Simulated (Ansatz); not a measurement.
System: bcc Eu. Method: LDA (Ansatz, a quantum-chemistry and plane-wave program, PAW).

From the output:

```
Crystal: 1 atoms, lattice volume = 33.268 Å³
Basis set: ecut = 520 eV, 935 PW (Γ), exchange–correlation on 54×54×54 points (8 copies of the dense FFT grid, shifted against one another)
Bands: 16, of which v1, the nominal top of the filled ones, is band 9 counted from 1 (8 counted from 0)
Symmetry: 48 space group operations
Space group: Im-3m (ITA 229), of the structure as read, at distance tolerance 3.2e-5 Å
k-points: 195 of 5832
Initial density: superposition of atomic densities (chi_scale 0.1, normalization cell)
Functional: x = slater, c = lda
spin=Collinear: Kerker preconditioning applied to the charge; magnetization (m = ρ↑ − ρ↓) channel mixes plain (no charge-response kernel on spin).
SCF 1 converged in 12 iterations: F = -8565.642880 eV  dr2 = 1.71e-11
SCF converged after 12 iterations
Magnetization: 7.1505 μB (12.0753 up, 4.9247 down)
Free energy (F): -8565.642880 eV
Internal energy: -8565.631970 eV  (E = F + TS)
E sigma→0 (E₀):  -8565.637425 eV
Fermi energy:    11.629505 eV
--- Stress (GPa, compression-positive) ---
        0.823106       0.000000      -0.000000
        0.000000       0.823106       0.000000
       -0.000000       0.000000       0.823106
  P = ⅓ Tr σ = 0.8231 GPa (8.231 kbar)
```

Problem. Write an input file that could have produced this run (the log leaves some choices open).

Solution. Several could match; the one computed here: 
Ansatz 0.2 input:
```yaml
crystal:
  lattice:
    - [-2.0260829099, 2.0260829099, 2.0260829099]
    - [2.0260829099, -2.0260829099, 2.0260829099]
    - [2.0260829099, 2.0260829099, -2.0260829099]
  atoms:
    - { symbol: Eu, position: [0.0, 0.0, 0.0], spin: 7.0 }
basis:
  ecutwfc: 520
  ecutrho_ratio: 4
  xc_grid: 2
kpoints:
  mp_grid: { grid: [18, 18, 18] }
hamiltonian:
  xc: lda
  dispersion: none
  pseudopotentials: { kind: paw }
scf:
  occupations: { method: fermi_dirac, width: 0.05 }
  convergence: { dr2_threshold: 0.0000000001 }
output:
  forces: false
  stress: true
  eigenvalues: true
magnetization:
  spin_polarized: true
```

The cell is one volume of an energy–volume scan, off the minimum.

The PAW data were made under PBE.

The run is spin-polarised with parallel starting moments, which need not be the measured order.

Note: the 4f shell is treated without U or exact exchange, so its levels and filling can be wrong.

The result took very roughly 23 core-seconds.
